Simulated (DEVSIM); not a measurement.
System: Ni/SiO2/n-GaAs capacitor, at 400 K.

Layer 1 from the left is SiO2, thickness (nm) 1.20. Layer 2 from the left is GaAs, thickness (nm) 13000, Nd (cm⁻³) 2.6e15.

Metal gate on the left, work function 5.1 eV. Fixed charge at the semiconductor interface -2.6e10 cm⁻² (in units of +e); no interface traps.

This is a model device: material constants are rounded textbook-type values typed into the input, and sizes, dopings and lifetimes were drawn at random. Values at 300 K; Nc and Nv go as T^1.5, mobilities as T to minus their exponent, the gap by Varshni's rule with the affinity fixed.

SiO2: gap (eV) 9, affinity (eV) 0.9, permittivity 3.9. GaAs: gap (eV) 1.424, affinity (eV) 4.07, permittivity 12.9, Nc (cm⁻³) 4.7e17, Nv (cm⁻³) 9e18, Varshni α (eV/K) 0.000541, Varshni β (K) 204.

Question: Estimate by hand the flat-band voltage, the threshold voltage, and compare with a numerical solution.

Answer: 
- Flat-band voltage: C = 2.88 μF/cm², work-function difference 0.836 V; VFB = φms − qNf/C = 0.84 V; numerical 0.84 V.
- Threshold voltage: φF = 0.444 V, depletion charge √(4εqNφF) = 2.91e-8 C/cm²; VT = VFB − 2φF − Qd/C = -0.06 V; numerical -0.06 V.

Simulated with DEVSIM: 1D Poisson equation in equilibrium, Boltzmann statistics, complete ionisation; no quantum confinement or tunnelling. Metal contacts follow the ideal Schottky-Mott rule: no Fermi-level pinning, no interface dipoles.
